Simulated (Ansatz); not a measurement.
## What isotropic strain −4.72 % does to Sb

Take Sb (space group R-3m, No. 166; a = 4.326 Å, c = 11.339 Å (hexagonal axes); layered; relaxed with 0.1 eV smearing) as the base.

Now apply this change: the cell is scaled by 0.9528 in all directions, atoms relaxed at fixed cell.

Method: r2SCAN+rVV10 (Ansatz, a quantum-chemistry and plane-wave program, PAW, no spin-orbit coupling). Settings: 16×16×16 k-points, 0.1 eV Fermi–Dirac smearing.

The volume per atom drops by 4.136 Å³ to 26.50 Å³ and the space group remains R-3m (No. 166). The shortest interatomic distance drops by 3.7 pm, from 292.0 pm to 288.3 pm and the energy increases by 94 meV/atom. The pressure (mean of the normal stresses, compression positive) goes from zero to 8.2 GPa and the band gap remains zero. The largest internal atomic displacement amounts to 0.093 Å.

Final structure:

```
Sb
1.0
    2.06103     1.18993     3.60127
   -2.06103     1.18993     3.60127
    0.00000    -2.37987     3.60127
Sb
2
Direct
  0.24201   0.24201   0.24201
  0.75799   0.75799   0.75799
```

With Sb present, leaving out spin-orbit coupling can change the band edges. Whether these cells are dynamically stable was not tested.
